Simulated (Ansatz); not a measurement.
**TiO2: stress against strain**

TiO2 (rutile, P4_2/mnm, 10.325 Å³/atom at rest, c along z) under a strain ε along c (axis z), the other axes held. PBEsol in Ansatz, a plane-wave DFT program (PAW, default set), 420 eV, 7×7×11 Γ-centred mesh, Fermi-Dirac smearing 0.05 eV; ions are relaxed within the symmetry of each cell. Stress is positive for a compressed cell.

Here s stands for strain and y for stress zz.

```csv
strain (%),stress zz (GPa)
-1.20,6.21
-0.60,3.05
0.00,-0.01
0.60,-2.95
1.20,-5.79
3.00,?
```

The 5 complete rows are fitted with a straight line, y against s. Means: s 0, y 0.102. About the means, the sum of products is -18.000 and the sum of squares of s is 3.6000; the slope is their ratio. Least squares gives y = 0.102 - 5.0000·s. Residuals (row less fit): 0.108, -0.052, -0.112, -0.052, 0.108; standard error 0.117 (degrees of freedom: 3). The slope gives the elastic constant C33 = 500 ± 6 GPa.

**Question.** Estimate the missing y (s = 3.00); what did the run itself give?

**Answer.** y = 0.102 - 5.0000 × 3.0 = -14.898 GPa. The calculation gives -13.66 GPa, 1.238 GPa above the prediction (6.2 % of the range of y in the table). The row lies outside the fitted rows, so this is an extrapolation. From the scatter of the fitted rows alone, a prediction at this place has a standard error of 0.226 GPa, so the miss is 5.5 times that.

One order more, fitted to all 11 runs of the series, follows each within 0.01, so the miss is the next term of a smooth law. The primitive cell can neither tilt nor turn polar against its symmetry, as such crystals can under strain. Rows are the converged runs of the series near zero and its far end; series whose fitted rows scatter by over a few per cent of the range, as at a crossing or softening among them, aren't shown in this form. Most that stay on the fit to the last digits aren't either.
